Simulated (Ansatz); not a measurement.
For rock-salt LaSe, LDA (plane waves, PAW; Ansatz, a quantum-chemistry and plane-wave program) gives:

```
Property                       Result
---------------------  --------------
lattice parameter a           5.976 Å
bulk modulus                 82.2 GPa
enthalpy of formation  -2.053 eV/atom
```

### Question
What does HSE06 in Ansatz (PAW) give for the same quantities?

### Answer

- lattice constant a: 6.078 Å (rises by 1.7 %)
- bulk modulus: 74.8 GPa (falls by 9.0 %)
- formation enthalpy: -2.198 eV/atom (moves by -0.145 eV/atom)

For comparison: formation enthalpy -2.099 eV/atom (measured, 298 K, copied from a table, unchecked, not corrected to a static lattice; as tabulated in Wang et al. (2021), doi:10.1038/s41598-021-94550-5).

Changes are worked out from the printed values.

Unless a cell is named, each level is at its own relaxed cell (LDA 26.68, HSE06 28.06 Å³/atom).

Ansatz's density-functional and Hartree–Fock values are scalar-relativistic unless marked +SOC, with PAW data made under PBE.
